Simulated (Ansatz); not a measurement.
## A computed series for Ru: thickness series

The parent structure is Ru in the hcp (Mg type) structure (space group P6_3/mmc, No. 194; a = 2.692 Å, c = 4.246 Å). Axes: x lies along a and z along c of the hexagonal cell.

Free-standing slabs (1 atom(s) a layer) normal to the z axis with 15 Å of vacuum; in-plane cell held at bulk.

All numbers come from plane-wave PAW DFT at the PBEsol level (Ansatz, a quantum-chemistry and plane-wave program, 420 eV), no SOC, earlier PAW set.

Notes on the quantities. excess energy per area of both faces: slab less bulk energy over the cell's area: twice a surface energy; uncertain by up to 0.2 J/m²; layer's space group: with vacuum.

| change | shortest interatomic distance | excess energy per area of both faces | thickness between the outermost nuclei | layer's space group |
|---|---|---|---|---|
| base | 2.631 Å | – | – | – |
| 1 layer | 2.692 Å | – | – | P6/mmm (No. 191) |
| 2 layers | 2.507 Å | 5.88 J/m² | 1.97 Å | P-3m1 (No. 164) |
| 3 layers | 2.572 Å | 5.9 J/m² | 4.10 Å | P-6m2 (No. 187) |
| 4 layers | 2.572 Å | 6.1 J/m² | 6.23 Å | P-3m1 (No. 164) |
| 5 layers | 2.571 Å | 6.1 J/m² | 8.37 Å | P-6m2 (No. 187) |
| 6 layers | ___ | ___ | 10.47 Å | P-3m1 (No. 164) |
| 7 layers | 2.566 Å | 6.1 J/m² | 12.60 Å | P-6m2 (No. 187) |

Task: Complete the table.

Result: 
- 6 layers, shortest interatomic distance: 2.563 Å
- 6 layers, excess energy per area of both faces: 6.0 J/m²

The excess energy carries the mismatch between the slab's and the bulk's meshes. No phonon test of stability was made. The final runs are not spin-polarised.
